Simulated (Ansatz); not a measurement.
Effect of biaxial strain −3.74 %, plane normal [001], relaxed out of plane on TiSi2

Start from TiSi2 (space group Cmcm, No. 63; a = 3.527 Å, b = 13.517 Å, c = 3.565 Å). Axes: x, y, z lie along a, b, c of the conventional cell.

Now apply this change: biaxial strain −3.74 %, plane normal [001], relaxed out of plane (Cartesian); in-plane vectors clamped, the third vector and the atoms free.

Computed with r2SCAN (Ansatz, a program for electronic structure), without spin-orbit coupling. Settings: 14×14×13 k-points, 0.05 eV Fermi–Dirac smearing.

| quantity | base | changed | shift |
|---|---|---|---|
| volume per atom | 14.16 Å³ | 13.38 Å³ | -0.785 Å³ |
| space group | Cmcm (No. 63) | Cmcm (No. 63) | – |
| shortest interatomic distance | 2.380 Å | 2.384 Å | +0.004 Å |
| pressure (mean of the normal stresses, compression positive) | 0.0 GPa | 7.7 GPa | +7.7 GPa |
| band gap | zero | zero | – |
| out-of-plane strain (rough) | – | +1.94 % | – |
| mean in-plane stress (compression positive) (rough) | – | +11.6 GPa | – |

Without a gap, meshes like the base's 14×14×13 leave anisotropic stresses uncertain by several tenths of a GPa, and small strain energies with them. Whether these cells are dynamically stable was not tested. The final runs are not spin-polarised.
